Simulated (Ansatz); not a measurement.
**WS2 under a change: isotropic strain −3.00 %**

The reference is WS2 (space group P6_3/mmc, No. 194; a = 3.154 Å, c = 12.141 Å; layered, stacked along the Cartesian z axis).

Perturbation: every lattice vector is shortened by 3.00 %, atoms relaxed at fixed cell.

All numbers come from DFT with PBE-D3(BJ), PAW potentials and a 420 eV plane-wave cutoff in Ansatz (a program for electronic structure), no spin-orbit coupling. Settings: 12×12×3 k-points, 0.05 eV Fermi–Dirac smearing.

Volume per atom: 15.91 Å³ (base 17.43 Å³)
Space group: P6_3/mmc (No. 194) (base P6_3/mmc (No. 194))
Energy relative to the base (free energy F): +39 meV/atom
Pressure (mean of the normal stresses, compression positive): 8.89 GPa (base 0.00 GPa)
Band gap: 0.66 eV (base 0.88 eV)
Smallest direct gap: 1.94 eV (base 1.83 eV)
Width of the top valence band: 1.95 eV (base 1.88 eV)
Electron mass: 0.34 mₑ along c, 0.42 mₑ across (off the special points)
Hole mass: 0.85 mₑ along c, 0.54 mₑ across (at Γ) (base 0.88 mₑ along c, 0.55 mₑ across (at Γ))
Valence-band top at Γ (three highest levels, from the VBM): 0.00, -1.26, -1.77 eV (base 0.00, -1.30, -1.42 eV)
Largest internal atomic displacement: 0.074 Å

With W present, leaving out spin-orbit coupling can change the band edges. Masses are band curvatures over ±0.01 Å⁻¹ around the edge. No phonon test of stability was made.
